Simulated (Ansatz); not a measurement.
# Pressure series in SiC

Base system: SiC (space group P6_3mc, No. 186; a = 3.094 Å, c = 10.129 Å).

Cell and atoms are relaxed at each pressure.

Computed with Kohn–Sham DFT with the PBE functional, run in Ansatz (a program for electronic structure) with PAW and 420 eV plane waves, without spin-orbit coupling.

| change | c/a ratio | band gap | shortest interatomic distance |
|---|---|---|---|
| base | 3.274 | 2.22 eV | 1.893 Å |
| pressure −2 GPa | 3.274 | 2.22 eV | 1.899 Å |
| pressure −1 GPa | 3.274 | 2.22 eV | 1.896 Å |
| pressure 0.9 GPa | 3.274 | 2.23 eV | 1.891 Å |
| pressure 2.1 GPa | 3.273 | 2.23 eV | 1.887 Å |
| pressure 4.5 GPa | 3.273 | 2.23 eV | 1.881 Å |
| pressure 9 GPa | 3.273 | 2.23 eV | 1.869 Å |
| pressure 15 GPa | 3.273 | 2.24 eV | ___ |
| pressure 22.5 GPa | 3.272 | 2.24 eV | 1.838 Å |
| pressure 30 GPa | 3.272 | 2.24 eV | 1.823 Å |

Q: Fill in the withheld entries from the trend.

A: 
- pressure 15 GPa, shortest interatomic distance: 1.854 Å

Load acts through the strain it causes; cell and atoms are relaxed under it. Stability against distortions was not tested. Competing high-pressure phases were not computed.
